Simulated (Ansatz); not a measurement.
Consider Ti in the hcp (Mg type) structure (space group P6_3/mmc, No. 194; relaxed with 0.1 eV smearing).

```xyz
2
Lattice="2.9367 0.0000 0.0000 -1.4684 2.5433 0.0000 0.0000 0.0000 4.6410" Properties=species:S:1:pos:R:3 pbc="T T T"
Ti     0.0000     1.6955     3.4807
Ti     1.4684     0.8478     1.1602
```

Cartesian axes are those of the cell as printed.

Computed with r2SCAN/PAW in Ansatz (a quantum-chemistry and plane-wave program), spin-orbit coupling left out, earlier PAW set.

Before the change:

The pressure is 0.0 GPa.

It is then changed as follows: the cell is stretched by 0.21 % along y with no lateral relaxation, atoms relaxed at fixed cell.

Problem. What happens to the pressure?

Solution. The pressure (mean of the normal stresses, compression positive) goes from zero to -0.2 GPa.

Problem. How does this affect the energy relative to the base?

Solution. The energy is nearly the same.

The cells carry an imposed strain or load. Whether these cells are dynamically stable was not tested. The final runs are not spin-polarised.
